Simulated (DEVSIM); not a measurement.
Device: W/SiO2/n-Si capacitor, at 400 K.

| layer (left to right) | material | thickness (nm) | Nd (cm⁻³) |
|---|---|---|---|
| 1 | SiO2 | 42.0 | - |
| 2 | Si | 360 | 2.5e18 |

Metal gate on the left, work function 4.6 eV. Fixed charge at the semiconductor interface -1.1e10 cm⁻² (in units of +e); no interface traps.

The device is made up for the run: typed textbook-type constants, with dimensions and the other settings drawn at random. Values at 300 K; Nc and Nv go as T^1.5, mobilities as T to minus their exponent, the gap by Varshni's rule with the affinity fixed.

```csv
parameter,SiO2,Si
gap (eV),9,1.124
affinity (eV),0.9,4.05
permittivity,3.9,11.7
Nc (cm⁻³),-,2.86e19
Nv (cm⁻³),-,3.1e19
Varshni α (eV/K),-,0.000473
Varshni β (K),-,636
```

Model (solved in DEVSIM): 1D Poisson equation in equilibrium, Boltzmann statistics, complete ionisation; no quantum confinement or tunnelling. Metal contacts follow the ideal Schottky-Mott rule: no Fermi-level pinning, no interface dipoles.

Question: Tabulate band edges, carrier densities and field at -5.0 V on the gate.

Answer: Energies count from the Fermi level of the right contact; mesh points crowd at the junctions.

```json
[
 {"x (μm)": "0.000", "Ec (eV)": "8.700", "Ev (eV)": "-0.300", "n (cm⁻³)": "< 1e2", "p (cm⁻³)": "< 1e2", "field (V/cm)": "-1200000"},
 {"x (μm)": "0.001179", "Ec (eV)": "8.554", "Ev (eV)": "-0.446", "n (cm⁻³)": "< 1e2", "p (cm⁻³)": "< 1e2", "field (V/cm)": "-1200000"},
 {"x (μm)": "0.003486", "Ec (eV)": "8.269", "Ev (eV)": "-0.731", "n (cm⁻³)": "< 1e2", "p (cm⁻³)": "< 1e2", "field (V/cm)": "-1200000"},
 {"x (μm)": "0.008004", "Ec (eV)": "7.710", "Ev (eV)": "-1.290", "n (cm⁻³)": "< 1e2", "p (cm⁻³)": "< 1e2", "field (V/cm)": "-1200000"},
 {"x (μm)": "0.02100", "Ec (eV)": "6.102", "Ev (eV)": "-2.898", "n (cm⁻³)": "< 1e2", "p (cm⁻³)": "< 1e2", "field (V/cm)": "-1200000"},
 {"x (μm)": "0.03188", "Ec (eV)": "4.756", "Ev (eV)": "-4.244", "n (cm⁻³)": "< 1e2", "p (cm⁻³)": "< 1e2", "field (V/cm)": "-1200000"},
 {"x (μm)": "0.03743", "Ec (eV)": "4.069", "Ev (eV)": "-4.931", "n (cm⁻³)": "< 1e2", "p (cm⁻³)": "< 1e2", "field (V/cm)": "-1200000"},
 {"x (μm)": "0.04086", "Ec (eV)": "3.645", "Ev (eV)": "-5.355", "n (cm⁻³)": "< 1e2", "p (cm⁻³)": "< 1e2", "field (V/cm)": "-1200000"},
 {"x (μm)": "0.04200", "Ec (eV)": "0.355", "Ev (eV)": "-0.742", "n (cm⁻³)": "1.5e15", "p (cm⁻³)": "2.2e10", "field (V/cm)": "-700000"},
 {"x (μm)": "0.04320", "Ec (eV)": "0.308", "Ev (eV)": "-0.789", "n (cm⁻³)": "5.8e15", "p (cm⁻³)": "5.5e9", "field (V/cm)": "-370000"},
 {"x (μm)": "0.04564", "Ec (eV)": "0.230", "Ev (eV)": "-0.867", "n (cm⁻³)": "5.6e16", "p (cm⁻³)": "5.7e8", "field (V/cm)": "-270000"},
 {"x (μm)": "0.05276", "Ec (eV)": "0.119", "Ev (eV)": "-0.977", "n (cm⁻³)": "1.4e18", "p (cm⁻³)": "2.3e7", "field (V/cm)": "-62000"},
 {"x (μm)": "0.06503", "Ec (eV)": "0.099", "Ev (eV)": "-0.997", "n (cm⁻³)": "2.5e18", "p (cm⁻³)": "1.3e7", "field (V/cm)": "-1200"},
 {"x (μm)": "0.08991", "Ec (eV)": "0.099", "Ev (eV)": "-0.998", "n (cm⁻³)": "2.5e18", "p (cm⁻³)": "1.3e7", "field (V/cm)": "≈ 0"},
 {"x (μm)": "0.1669", "Ec (eV)": "0.099", "Ev (eV)": "-0.998", "n (cm⁻³)": "2.5e18", "p (cm⁻³)": "1.3e7", "field (V/cm)": "≈ 0"},
 {"x (μm)": "0.2738", "Ec (eV)": "0.099", "Ev (eV)": "-0.998", "n (cm⁻³)": "2.5e18", "p (cm⁻³)": "1.3e7", "field (V/cm)": "≈ 0"},
 {"x (μm)": "0.3394", "Ec (eV)": "0.099", "Ev (eV)": "-0.998", "n (cm⁻³)": "2.5e18", "p (cm⁻³)": "1.3e7", "field (V/cm)": "≈ 0"},
 {"x (μm)": "0.3717", "Ec (eV)": "0.099", "Ev (eV)": "-0.998", "n (cm⁻³)": "2.5e18", "p (cm⁻³)": "1.3e7", "field (V/cm)": "≈ 0"},
 {"x (μm)": "0.3909", "Ec (eV)": "0.099", "Ev (eV)": "-0.998", "n (cm⁻³)": "2.5e18", "p (cm⁻³)": "1.3e7", "field (V/cm)": "≈ 0"},
 {"x (μm)": "0.3971", "Ec (eV)": "0.099", "Ev (eV)": "-0.998", "n (cm⁻³)": "2.5e18", "p (cm⁻³)": "1.3e7", "field (V/cm)": "≈ 0"},
 {"x (μm)": "0.4002", "Ec (eV)": "0.099", "Ev (eV)": "-0.998", "n (cm⁻³)": "2.5e18", "p (cm⁻³)": "1.3e7", "field (V/cm)": "≈ 0"},
 {"x (μm)": "0.4020", "Ec (eV)": "0.099", "Ev (eV)": "-0.998", "n (cm⁻³)": "2.5e18", "p (cm⁻³)": "1.3e7", "field (V/cm)": "≈ 0"}
]
```
